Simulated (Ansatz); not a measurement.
## What uniaxial strain ε_zz = −1.80 % does to GaN

The reference is GaN in the wurtzite structure (space group P6_3mc, No. 186; a = 3.152 Å, c = 5.138 Å). Axes: x lies along a and z along c of the hexagonal cell.

One thing is altered: uniaxial strain ε_zz = −1.80 %, all other strain components held at zero; the atoms relax in the strained cell.

Method: LDA (Ansatz, a quantum-chemistry and plane-wave program; PAW; 420 eV plane waves; no spin-orbit coupling). Γ-centred 12×12×7 mesh, Fermi–Dirac width 0.05 eV.

The volume per atom drops by 0.20 Å³ (11.05 Å³ → 10.85 Å³) and the shortest interatomic distance drops by 0.011 Å, from 1.927 Å to 1.916 Å. The energy increases by 4.6 meV/atom and the pressure (mean of the normal stresses, compression positive) goes from zero to 3.84 GPa. The band gap rises by 0.13 eV (2.13 eV → 2.26 eV) and the gap character is still direct at Γ. The width of the top valence band goes up by 0.05 eV (2.92 eV → 2.97 eV) and the electron mass goes from 0.18 mₑ along c, 0.20 mₑ across (at Γ) to 0.19 mₑ along z, 0.20 mₑ across (at Γ). The hole mass amounts to 0.17 mₑ along z, 2.4 mₑ across (at Γ) and the valence-band top at Γ (three highest levels, from the VBM) changes from 0.00, 0.00, -0.05 eV to 0.00, -0.06, -0.06 eV. The stress (xx, yy, zz, yz, xz, xy; compression positive) amounts to (1.99, 1.99, 7.54, 0.00, 0.00, 0.00) GPa.

Final structure:

```
CELL_PARAMETERS angstrom
      3.15179     0.00000     0.00000
     -1.57589     2.72953     0.00000
      0.00000     0.00000     5.04585
ATOMIC_POSITIONS crystal
  Ga 0.33333 0.66667 0.99864
  Ga 0.66667 0.33333 0.49864
  N  0.33333 0.66667 0.37836
  N  0.66667 0.33333 0.87836
```

Cost of the whole job for the changed cell (relaxation, final SCF and bands): very roughly 50 core-seconds.

Effective masses come from finite differences of ±0.01 Å⁻¹. Stability against distortions was not tested.
